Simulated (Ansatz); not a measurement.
Take Ru in the hcp (Mg type) structure (space group P6_3/mmc, No. 194; a = 2.691 Å, c = 4.249 Å; relaxed with 0.1 eV smearing) as the base. Axes: x lies along a and z along c of the hexagonal cell.

Structures relaxed with DFT with PBEsol, PAW potentials and a 420 eV plane-wave cutoff in Ansatz (an electronic-structure program), no spin-orbit coupling.

Base:

Simulated powder pattern, Cu Kα1, λ = 1.54056 Å (kinematic, ideal powder, no thermal factors, no anomalous dispersion; the 10 strongest lines at most, above 2 %, up to 2θ = 90°):

```json
[
 {"2θ (°)": "38.60", "I/Imax (%)": "25", "hkl": "(100)"},
 {"2θ (°)": "42.52", "I/Imax (%)": "25", "hkl": "(002)"},
 {"2θ (°)": "44.29", "I/Imax (%)": "100", "hkl": "(101)"},
 {"2θ (°)": "58.76", "I/Imax (%)": "14", "hkl": "(102)"},
 {"2θ (°)": "69.84", "I/Imax (%)": "16", "hkl": "(110)"},
 {"2θ (°)": "79.05", "I/Imax (%)": "17", "hkl": "(103)"},
 {"2θ (°)": "82.75", "I/Imax (%)": "2.6", "hkl": "(200)"},
 {"2θ (°)": "85.31", "I/Imax (%)": "19", "hkl": "(112)"},
 {"2θ (°)": "86.53", "I/Imax (%)": "14", "hkl": "(201)"}
]
```

After one change:

Simulated powder pattern, Cu Kα1, λ = 1.54056 Å (kinematic, ideal powder, no thermal factors, no anomalous dispersion; the 10 strongest lines at most, above 2 %, up to 2θ = 90°):

```json
[
 {"2θ (°)": "38.45", "I/Imax (%)": "25"},
 {"2θ (°)": "38.60", "I/Imax (%)": "12"},
 {"2θ (°)": "42.52", "I/Imax (%)": "37"},
 {"2θ (°)": "44.15", "I/Imax (%)": "100"},
 {"2θ (°)": "44.29", "I/Imax (%)": "49"},
 {"2θ (°)": "58.65", "I/Imax (%)": "14"},
 {"2θ (°)": "69.74", "I/Imax (%)": "16"},
 {"2θ (°)": "78.95", "I/Imax (%)": "17"},
 {"2θ (°)": "85.22", "I/Imax (%)": "19"},
 {"2θ (°)": "86.16", "I/Imax (%)": "14"}
]
```

Q: Name the change that was made.
(A) uniaxial strain ε_xx = −3.00 %
(B) uniaxial strain ε_xx = −1.50 %
(C) uniaxial strain ε_xx = +0.50 %
(D) uniaxial strain ε_xx = −0.50 %

A: C, uniaxial strain ε_xx = +0.50 %. Its volume per atom is 13.39 Å³ against 13.33 Å³, and its space group is Cmcm (No. 63).

No phonon test of stability was made. All final runs are without spin polarisation.
